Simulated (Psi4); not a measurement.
Psi4 1.11, TPSS/def2-svp: Ti(NH)(Cl)(OH) ([NH]=[Ti]([OH])[Cl]), 6 atoms. The geometry is a generated start, not checked to be a minimum at this level.

| Property | Result |
|---|---|
| task | energy |
| method | tpss |
| basis | def2-svp |
| memory | 3 GB |
| maxiter | 100 |
| keys of the molecule block | symmetry c1 |
| scf_type | df (default) |
| guess | auto, which took SAD (default) |
| scf_initial_accelerator | adiis (default) |
| e_convergence | 1e-06 (default) |
| d_convergence | 1e-06 (default) |
| dft_radial_points | 75 (default) |
| dft_spherical_points | 302 (default) |
| basis functions | 87 |
| grid points | 131457 |

```xyz
6

Ti     0.0331     0.4946     0.1669
N      0.1033     0.0313    -1.4550
H      0.1480    -0.5971    -2.2508
Cl    -1.4198     2.0808     0.3684
O      0.3837    -0.5866     1.4459
H      0.7517    -1.4230     1.7246
```

Charge 0 and multiplicity 1 are set for this test and not shown to be the ground state.

One run each on 2 threads. Values of diis_max_vecs tried: 3, 6, 10 (default), 20.

Question: Predict the course of the SCF iterations along this series.

Answer: Fewest SCF iterations, within one of each other: 6 with 13, 10 (default) with 13, 20 with 13. The count rises to 25 at 3. All converge to one solution.

| diis_max_vecs | SCF iterations | end |
|---|---|---|
| 3 | 25 | same solution |
| 6 | 13 | same solution |
| 10 (default) | 13 | same solution |
| 20 | 13 | same solution |
